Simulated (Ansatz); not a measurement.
The starting structures come from a database of crystals and need not be the phases stable at ambient conditions.

 Where the default PAW files enter, the runs use the earlier of Ansatz's two default sets.

Given:

```
CELL_PARAMETERS angstrom
      5.09813     0.00000     0.00000
      0.00000     5.27144     0.00000
      0.00000     0.00000    10.09309
ATOMIC_POSITIONS crystal
  Zr 0.24695 0.96590 0.38445
  Zr 0.75305 0.03410 0.61555
  Zr 0.25305 0.46590 0.61555
  Zr 0.74695 0.53410 0.38445
  Zr 0.74695 0.03410 0.11555
  Zr 0.25305 0.96590 0.88445
  Zr 0.75305 0.53410 0.88445
  Zr 0.24695 0.46590 0.11555
  O  0.37219 0.62529 0.28992
  O  0.62781 0.37471 0.71008
  O  0.12781 0.12529 0.71008
  O  0.87219 0.87471 0.28992
  O  0.87219 0.37471 0.21008
  O  0.12781 0.62529 0.78992
  O  0.62781 0.87471 0.78992
  O  0.37219 0.12529 0.21008
  O  0.00254 0.26123 0.47759
  O  0.99746 0.73877 0.52241
  O  0.49746 0.76123 0.52241
  O  0.50254 0.23877 0.47759
  O  0.50254 0.73877 0.02241
  O  0.49746 0.26123 0.97759
  O  0.99746 0.23877 0.97759
  O  0.00254 0.76123 0.02241
```

Space group of this cell: Pbca. The cell is taken as given.

Computed with r2SCAN (plane waves, PAW; Ansatz, a first-principles code).

The current runs along the normal of the first two printed vectors; no spin-orbit coupling. Scaled by the factor s: the length along the current (ions clamped). Meshes 6×6×4 and 6×6 across the current in all rows.

```
s     mean pressure (GPa)  band gap (eV)
----  -------------------  -------------
0.97                  8.3              ?
1.00                 -0.2           4.30
1.03                 -7.4           4.11
```

Problem. Take the slope of the band gap against ln s from the two given rows, extrapolate to s = 0.97, and say what the run there gives.

Solution. Slope = (4.11 − 4.30) / ln 1.03 = -6.43 eV. The line gives 4.30 + (-6.43) × ln 0.97 = 4.50 eV. The run gives 4.42 eV, 0.08 eV under the line, 39 % of the predicted step.
